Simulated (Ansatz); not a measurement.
A self-consistent single point of Ta (Im-3m, 1 atom in the cell) with Ansatz (a quantum-chemistry and plane-wave program).

Computed with PBE, PAW files (plane waves; Ansatz).

```
Ta
1.0
   -1.61670     1.61670     1.61670
    1.61670    -1.61670     1.61670
    1.61670     1.61670    -1.61670
Ta
1
Cartesian
  0.00000   0.00000   0.00000
```

Reference input (self-consistent single point, DFT, PBE, plane waves, PAW files): kpoints.mp_grid.grid = 10 10 10; hamiltonian.xc = pbe; hamiltonian.pseudopotentials = {kind: paw} (an earlier, softer set of the program's PAW files); scf.occupations.method = methfessel_paxton; scf.occupations.width = 0.136 eV. This run's input differs from it in these lines:

Ansatz 0.2 input:
```diff
@@ -9,3 +9,3 @@
   mp_grid:
-    grid: [10, 10, 10]
+    grid: [35, 35, 35]
 hamiltonian:
```

Log, with long lists cut:

```
SCF iter   1: F=—  HF=-9933.256575 eV  |F-HF|=—  |Δ(HF+E_count)|=         —  Δρ=4.05e-2  dr2=2.75e-1  ethr=3.10e-3  ⟨swp⟩=5.0  Hψ=64561  notcnv=0
all-band conjugate gradients solve this SCF's bands
preconditioner: auto → none
SCF iter   2: F=—  HF=-9933.161224 eV  |F-HF|=—  |Δ(HF+E_count)|=   9.54e-2  S|Δr|=    0.00e0  Δρ=1.53e-2  dr2=2.06e-2  ethr=2.11e-3  ⟨swp⟩=2.7  Hψ=29561  notcnv=0  defer=252
SCF iter   3: F=—  HF=-9933.160248 eV  |F-HF|=—  |Δ(HF+E_count)|=   9.76e-4  S|Δr|=    0.00e0  Δρ=4.57e-3  dr2=1.13e-3  ethr=1.58e-4  ⟨swp⟩=2.6  Hψ=17411  notcnv=0  defer=252
SCF iter   4: F=—  HF=-9933.160537 eV  |F-HF|=—  |Δ(HF+E_count)|=   2.89e-4  S|Δr|=    0.00e0  Δρ=1.40e-4  dr2=8.41e-7  ethr=8.66e-6  ⟨swp⟩=1.0  Hψ=12288  notcnv=0  defer=252
SCF iter   5: F=—  HF=-9933.160538 eV  |F-HF|=—  |Δ(HF+E_count)|=   5.69e-7  S|Δr|=    0.00e0  Δρ=2.43e-5  dr2=2.37e-8  ethr=7.69e-10  ⟨swp⟩=7.3  Hψ=62912  notcnv=0
SCF iter   6: F=-9933.160538 eV  HF=-9933.160538 eV  |F-HF|=2.66e-10  |Δ(HF+E_count)|=   3.29e-9  S|Δr|=    0.00e0  Δρ=3.14e-6  dr2=4.54e-10  ethr=1.82e-10  ⟨swp⟩=2.1  Hψ=37717  notcnv=0
SCF 1 converged in 6 iterations: F = -9933.160538 eV  dr2 = 4.54e-10
Stability not checked (fill_not_monotonic)
Free energy (F): -9933.160538 eV
Internal energy: -9933.160701 eV  (E = F + TS)
E sigma→0 (E₀):  -9933.160579 eV
Entropy (-TS):   0.000164 eV (0.164 meV/atom)
Fermi energy:    19.865630 eV
--- Forces (eV/Å), atoms counted from 1 ---
  atom   1  Ta     0.00000000    -0.00000000    -0.00000000
--- Stress (GPa, compression-positive) ---
       17.694748      -0.000000       0.000000
       -0.000000      17.694748      -0.000000
       -0.000000       0.000000      17.694748
  P = ⅓ Tr σ = 17.6947 GPa (176.947 kbar)
  The stress holds the Pulay correction. Without it, at fixed plane waves, as pw.x and ABINIT print it: P = 17.6503 GPa
```

The run converged in 6 iterations. Against the reference run the free energy falls by 17.0 meV/atom and the pressure goes from 20.27 to 17.69 GPa.

The starting cell comes from a database of computed structures (which also holds hypothetical and non-ambient phases and stackings), without a prior relaxation at this level. Its lattice was rescaled by a random factor within 2.5 % of one. Spin polarisation is off. With a pressure of about 18 GPa the cell is away from its equilibrium volume at this level. Ansatz's pressure includes its estimate of the finite-basis (Pulay) stress.
